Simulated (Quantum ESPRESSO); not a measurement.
# One base run on W₉C₄ (R32, 26 atoms in the cell) and variants with one or two settings moved

W9C4 is modelled in the trigonal space group R32, hexagonal axes (No. 155), Pearson symbol hR26. Lattice parameters: a = b = 9.038 Å, c = 14.342 Å, α = β = 90.00°, γ = 120.00°. W1 on 18f has 3 C at 2.102–2.122 Å and 12 W at 2.912–3.079 Å. W2 on 18f is surrounded by 2 C at 2.135 Å and 12 W at 2.899–3.079 Å. W3 on 18f is coordinated by 3 C at 2.115–2.126 Å and 12 W at 2.916–3.021 Å. C1 on 9e is coordinated by 6 W at 2.102–2.136 Å (octahedral). C2 on 9d has 6 W at 2.115–2.135 Å (octahedral). C3 on 3a sees 6 W at 2.122 Å (octahedral). C4 on 3b is coordinated by 6 W at 2.115 Å (octahedral). (Neighbours: up to the widest gap in distance over summed covalent radii, below 1.35, at either atom; cation-cation and far metal-metal contacts left out.)
(The calculation used a cell of 26 atoms; values per cell refer to that cell.)

Base run A: LDA (PZ), GBRV 1.5 ultrasoft (LDA) pseudopotentials (Quantum ESPRESSO), self-consistent single point.

Its settings: ecutwfc = 40 Ry; ecutrho = 320 Ry; occupations = smearing; smearing = gaussian; degauss = 0.019992 Ry; potentials = {W: w_lda_v1.2.uspp.F.UPF, C: c_lda_v1.2.uspp.F.UPF}; K_POINTS = automatic 3 3 3 0 0 0; conv_thr = 1e-10 Ry; mixing_beta = 0.4.

The starting cell comes from a database of computed structures (which also holds hypothetical and non-ambient phases and stackings), without a prior relaxation at this level. Spin polarisation is off. In the base run, with a pressure of about -18 GPa the cell is away from its equilibrium volume at this level.

ΔF is the free energy per atom less that of run A. A dash stands where there is no value to compare (another energy zero or no entropy term, no result, no spin, no clean gap, or a mesh too coarse for one). Total energies depend on the potentials, the functional and any Hubbard or dispersion term, so they are compared only between runs that share all of them.

Run A gave: pressure (GPa) -18.11; largest force (eV/Å) 0.071; k-points 6.

Runs:
- B: lattice scaled by 0.985; ecutwfc: 40 Ry → 24 Ry; ecutrho: 320 Ry → 192 Ry
- C: pseudopotentials: {W: w_lda_v1.2.uspp.F.UPF, C: c_lda_v1.2.uspp.F.UPF} → {W: w_pbe_v1.2.uspp.F.UPF, C: c_pbe_v1.2.uspp.F.UPF}; input_dft: default → rvv10 [rVV10]
- D: K_POINTS: automatic 3 3 3 0 0 0 → automatic 2 2 2 1 1 1
- E: degauss: 0.019992 Ry → 0.02205 Ry; K_POINTS: automatic 3 3 3 0 0 0 → automatic 4 4 4 0 0 0
- F: conv_thr: 1e-10 Ry → 7.3e-07 Ry
- G: mixing_beta: 0.4 → 0.2; mixing_mode: default → local-TF
- H: conv_thr: 1e-10 Ry → 1e-11 Ry

Question: What does run E change against A?

Answer: The free energy drops by 2.8 meV/atom, the pressure stays near -18.08 GPa while the zz stress (positive for compression) goes from -18.44 to -18.94 GPa and the largest force goes from 0.071 to 0.078 eV/Å.

```tsv
run	ΔF (meV/atom)	pressure (GPa)	largest force (eV/Å)	k-points
A	0.00	-18.11	0.071	6
B	153.4	-13.11	0.110	6
C	–	0.58	0.128	6
D	-12.2	-18.38	0.364	2
E	-2.8	-18.08	0.078	13
F	0.00	-18.11	0.072	6
G	0.00	-18.11	0.071	6
H	0.00	-18.11	0.071	6
```
